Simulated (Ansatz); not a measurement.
Consider TiO$_{2}$ in the rutile structure (space group P4_2/mnm, No. 136).

```
TiO2
1.0
    4.59117     0.00000     0.00000
    0.00000     4.59117     0.00000
    0.00000     0.00000     2.93906
Ti O
2 4
Direct
  0.00000   0.00000   0.00000
  0.50000   0.50000   0.50000
  0.30444   0.30444   0.00000
  0.80444   0.19556   0.50000
  0.19556   0.80444   0.50000
  0.69556   0.69556   0.00000
```

Level of theory: Ansatz (a quantum-chemistry and plane-wave program), PBEsol, PAW, cutoff 420 eV, scalar-relativistic without spin-orbit coupling.

One change was made to it. Results:

```tsv
quantity	base	after
band gap	1.87 eV	1.93 eV
shortest interatomic distance	1.942 Å	1.917 Å
electron mass	0.54 mₑ along c, 1.1 mₑ across (at Γ)	0.51 mₑ along c, 1.0 mₑ across (at Γ)
```

Question: Which of these changes matches the shifts?
(A) pressure 50 GPa
(B) pressure 7 GPa
(C) pressure 15 GPa

Answer: C, pressure 15 GPa. For comparison, the electron mass in the other runs: pressure 7 GPa gives 0.52 mₑ along c, 1.1 mₑ across (at Γ); pressure 50 GPa gives 0.46 mₑ along c, 0.92 mₑ across (at Γ).

Load acts through the strain it causes; cell and atoms are relaxed under it. Masses are band curvatures over ±0.01 Å⁻¹ around the edge. Whether these cells are dynamically stable was not tested. No other phases were tried under pressure. All final runs are without spin polarisation.
